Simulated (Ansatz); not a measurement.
**L1₂ (Cu3Au-type) Ni3Si: bulk modulus B0 by level of theory**

No measured value is used here.

```
level (code)     value (GPa)  cell (Å³/atom)
---------------  -----------  --------------
LDA (Ansatz)             259           10.07
PBE (Ansatz)             213           10.78
PBEsol (Ansatz)          240           10.36
r²SCAN (Ansatz)          240           10.40
HSE06 (Ansatz)           234           10.37
PBE0 (Ansatz)            237           10.35
```

The crystal itself was run without spin with LDA, PBE, PBEsol, r²SCAN, HSE06, PBE0. HSE06, PBE0: the run has no spin polarisation, so it can have missed a magnetic state. Each level is taken at its own relaxed cell. Cutoffs and k meshes differ between the levels. Ansatz's density-functional and Hartree–Fock values are scalar-relativistic unless marked +SOC, with PAW data made under PBE.

Ansatz is a quantum-chemistry and plane-wave program.
